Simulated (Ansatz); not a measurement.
## Point defect Pb on the Si site (Pb_Si) in 3C silicon carbide

Method: PBE, PAW (plane waves to 420 eV; Ansatz, a program for electronic structure). Details: 64-site cell; 2×2×2 shifted k-points; start: the Si site; no spin–orbit coupling; not converged in cell size.

Neighbours after relaxation, in Å: of the Pb atom: C 2.16, C 2.16, C 2.16, C 2.16.

```tsv
charge	moment (μB)	largest move off a lattice site (Å)
0	not spin-polarised	0.26
```
